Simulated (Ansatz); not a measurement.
Start from BAs in the rock salt structure (space group Fm-3m, No. 225; a = 4.569 Å; a hypothetical phase, not in the database extracts checked; relaxed with 0.1 eV smearing). Axes: x, y, z lie along the cube axes.

All numbers come from PBEsol in Ansatz (plane waves to 420 eV, PAW, spin-orbit coupling left out).

A first run, uniaxial strain ε_zz = +1.24 %, gives secant values C11 ≈ 210 GPa and C12 ≈ 97 GPa from its stress. A second run applies uniaxial stress, 5 GPa compression along z.

### Question
What does linear elasticity predict for Young's modulus in the second run, and what does the run give?

### Answer
Linear elasticity: (C11 − C12)(C11 + 2 C12)/(C11 + C12) = 150 GPa. The run gives 220 GPa; any difference comes from nonlinear terms at these strains and numerical noise.

Beyond what the load breaks, stability against distortions was not tested. The final runs are not spin-polarised.

Ansatz is a quantum-chemistry and plane-wave program.
